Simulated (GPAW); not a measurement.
Input and output of a self-consistent single point for WSi2 (P1, 3 atoms in the cell) (GPAW).

Method: PBE, GPAW PAW datasets PBE (gpaw-data 1.0.1) (plane waves; GPAW).

The change in words: lattice scaled by 0.98. Reference geometry:
```
WSi2
1.0
   -1.60500     1.60500     3.91500
    1.60500    -1.60500     3.91500
    1.60500     1.60500    -3.91500
Si W
2 1
Cartesian
  0.06674   0.01461   5.18677
 -0.13061   0.06516   2.69110
  0.06387  -0.07977  -0.04788
```

Reference input (self-consistent single point, DFT PBE, plane waves, GPAW PAW datasets PBE (gpaw-data 1.0.1)): mode = pw; ecut = 550 eV; xc = PBE; kpts = 7 7 9; mesh shift (steps) = 0 0 0; occupations.name = methfessel-paxton; occupations.width = 0.136 eV; occupations.order = 0; nbands = -9; convergence.density = 1e-05 e/electron; convergence.energy = 1e-05 eV/electron; symmetry.symmorphic = false. This run's input differs from it in these lines:

```diff
@@ -5,8 +5,8 @@
 atoms = Atoms(['Si', 'Si', 'W'],
-              cell=[[-1.605000, 1.605000, 3.915000],
-                    [1.605000, -1.605000, 3.915000],
-                    [1.605000, 1.605000, -3.915000]],
-              positions=[[0.066741, 0.014607, 5.186768],
-                         [-0.130610, 0.065165, 2.691104],
-                         [0.063874, -0.079773, -0.047877]],
+              cell=[[-1.572900, 1.572900, 3.836700],
+                    [1.572900, -1.572900, 3.836700],
+                    [1.572900, 1.572900, -3.836700]],
+              positions=[[0.065406, 0.014315, 5.083033],
+                         [-0.127998, 0.063861, 2.637282],
+                         [0.062597, -0.078178, -0.046919]],
               pbc=True)
```

The program printed (abridged):

```
     iter     time        total  log10-change:
                         energy   eigst   dens
iter:   1 --:--:--   -22.723547
iter:   2 --:--:--   -22.745284   -1.33  -1.18
iter:   3 --:--:--   -22.731998   -1.60  -1.20
iter:   4 --:--:--   -22.723717   -3.69  -1.80
iter:   5 --:--:--   -22.692009   -2.11  -1.83
iter:   6 --:--:--   -22.686871   -3.10  -2.06
iter:   7 --:--:--   -22.685260   -3.85  -2.26
iter:   8 --:--:--   -22.684676   -5.04  -2.65
iter:   9 --:--:--   -22.683920   -4.27  -2.75
iter:  10 --:--:--   -22.683895   -5.42  -3.13
iter:  11 --:--:--   -22.683876c  -5.87  -3.27
iter:  12 --:--:--   -22.683865c  -6.17  -3.48
iter:  13 --:--:--   -22.683859c  -7.06  -3.58
iter:  14 --:--:--   -22.683854c  -7.06  -3.65
iter:  15 --:--:--   -22.683857c  -6.61  -3.74
iter:  16 --:--:--   -22.683856c  -8.12c -3.89
iter:  17 --:--:--   -22.683856c  -7.15  -3.93
iter:  18 --:--:--   -22.683856c  -7.62c -4.02
iter:  19 --:--:--   -22.683855c  -8.73c -4.05
iter:  20 --:--:--   -22.683855c  -7.17  -4.07
iter:  21 --:--:--   -22.683855c  -8.01c -4.54
iter:  22 --:--:--   -22.683855c  -9.40c -4.80
iter:  23 --:--:--   -22.683855c  -9.55c -4.85
iter:  24 --:--:--   -22.683855c  -9.59c -4.93
iter:  25 --:--:--   -22.683855c  -9.48c -5.04c
Converged after 25 iterations.

Dipole moment: (-1.463013, 1.518116, 1.290663) |e|*Ang

Energy contributions relative to reference atoms: (reference = -454544.360156)

Kinetic:        +45.237719
Potential:      -36.789637
External:        +0.000000
XC:             -31.036551
Entropy (-ST):   -0.001771
Local:           -0.094501
SIC:             +0.000000
--------------------------
Free energy:    -22.684741
Extrapolated:   -22.683855

Showing only first 2 kpts
 Kpt  Band  Eigenvalues  Occupancy
  0     9     10.85038    2.00000
  0    10     14.05614    0.00001
  0    11     16.19455    0.00000
  0    12     16.56154    0.00000

  1     9     11.84749    2.00000
  1    10     12.46120    2.00000
  1    11     16.19497    0.00000
  1    12     16.62630    0.00000

Fermi level: 13.62795

No gap
No difference between direct/indirect transitions
Energy (eV): -22.683855

Forces in eV/Ang:
  0 Si   -0.61812   -0.41542    0.63452
  1 Si    2.56673   -1.73933   -2.52869
  2 W    -1.94912    2.15538    1.89425

Stress tensor:
    -0.165493     0.032217     0.033263
     0.032217    -0.175104    -0.019773
     0.033263    -0.019773    -0.180140
Stress (GPa, Voigt): [-26.5149 -28.0547 -28.8616  -3.168    5.3293   5.1618]
```

The run converged in 25 iterations. GPAW prints stress with tension positive. Against the reference run the free energy goes up by 92.0 meV/atom, the pressure goes from 10.30 to 27.81 GPa and the largest force goes from 3.258 to 4.001 eV/Å.

The starting cell has typed, rounded lattice constants, without a prior relaxation at this level. Its atoms were displaced at random from the sites of space group no. 139. For this run, on top of that: lattice scaled by 0.98. Spin polarisation is off. With a pressure of about 28 GPa the cell is away from its equilibrium volume at this level. Forces in this geometry exceed 1 eV/Å.

Cost on one core of a shared machine: roughly 3 min.
